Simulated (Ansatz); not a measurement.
Input:

```
CELL_PARAMETERS angstrom
      4.16934     0.00000     0.00000
      0.00000     4.16934     0.00000
      0.00000     0.00000     2.66241
ATOMIC_POSITIONS crystal
  Si 0.00000 0.00000 0.00000
  Si 0.50000 0.50000 0.50000
  O  0.30544 0.30544 0.00000
  O  0.80544 0.19456 0.50000
  O  0.19456 0.80544 0.50000
  O  0.69456 0.69456 0.00000
```

No spin polarisation.

All numbers come from plane-wave PAW DFT at the PBEsol level (Ansatz, a program for electronic structure, 420 eV), spin-orbit coupling left out. k-mesh 8×8×12 (Γ-centred); smearing 0.05 eV (Fermi–Dirac).

Problem. Estimate the valence-band top at Γ (three highest levels, from the VBM).

Solution. 0.00, -0.90, -0.90 eV.

Problem. Estimate the width of the top valence band.

Solution. 2.74 eV.

Problem. What is the computed space group?

Solution. P4_2/mnm (No. 136).

The levels and masses belong to the bands next to the band gap. The cells carry an imposed strain or load. No phonon test of stability was made. The cell was made from SiO2 in the rutile structure (space group P4_2/mnm, No. 136) by this change: isotropic strain −0.60 %.
